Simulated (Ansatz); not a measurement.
A computed series for BaTiO3: response to strain

The reference is BaTiO$_{3}$ in the cubic perovskite structure (space group Pm-3m, No. 221; a = 4.019 Å).

Strains are applied to the cell and any free atomic positions relax.

Calculations: PBE, PAW, 420 eV (Ansatz, a first-principles code; without spin-orbit coupling).

```csv
case,volume per atom,band gap,pressure,width of the top valence band
base,12.99 Å³,1.78 eV,0.00 GPa,0.95 eV
isotropic strain +0.60 %,13.22 Å³,1.75 eV,-2.81 GPa,0.94 eV
isotropic strain +1.20 %,13.46 Å³,[?],[?],[?]
isotropic strain +1.80 %,13.70 Å³,1.67 eV,-7.73 GPa,0.91 eV
isotropic strain +2.40 %,13.94 Å³,1.63 eV,-9.87 GPa,0.90 eV
isotropic strain +3.00 %,14.19 Å³,1.59 eV,-11.82 GPa,0.89 eV
```

Problem. Complete the table.

Solution. 
- isotropic strain +1.20 %, band gap: 1.71 eV
- isotropic strain +1.20 %, pressure: -5.38 GPa
- isotropic strain +1.20 %, width of the top valence band: 0.93 eV

Whether these cells are dynamically stable was not tested. All final runs are without spin polarisation. Many cubic perovskites are stable only at high temperature; tilts and polar distortions were not tested. This is not the structure that BaTiO3 has at room temperature and ambient pressure.
